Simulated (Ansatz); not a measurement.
## A computed series for hypothetical CsCl type SbP: element substitutions

The parent structure is SbP in the CsCl type structure (space group Pm-3m, No. 221; a = 3.458 Å; a hypothetical phase, not in the database extracts checked).

Each row replaces one element on all its sites; cell and atoms are relaxed.

Levels (all Ansatz, a quantum-chemistry and plane-wave program, PAW): PBE (420 eV, no spin-orbit coupling); r2SCAN (500 eV, spin-orbit coupling left out).

The base cell above is that of PBE; each level relaxes its own structures.

```csv
case,"lattice parameter a, PBE","lattice parameter a, r2SCAN"
P → Ga,3.611 Å,3.579 Å
P → Rh,3.309 Å,3.281 Å
P → As,3.578 Å,3.564 Å
```

PBE lies above r2SCAN in every row, by 0.014 Å to 0.032 Å. They put the cases in the same order.

No phonon test of stability was made. As relaxed here, GaSb, RhSb and SbAs are hypothetical phases, not in the database extracts checked. All final runs are without spin polarisation.
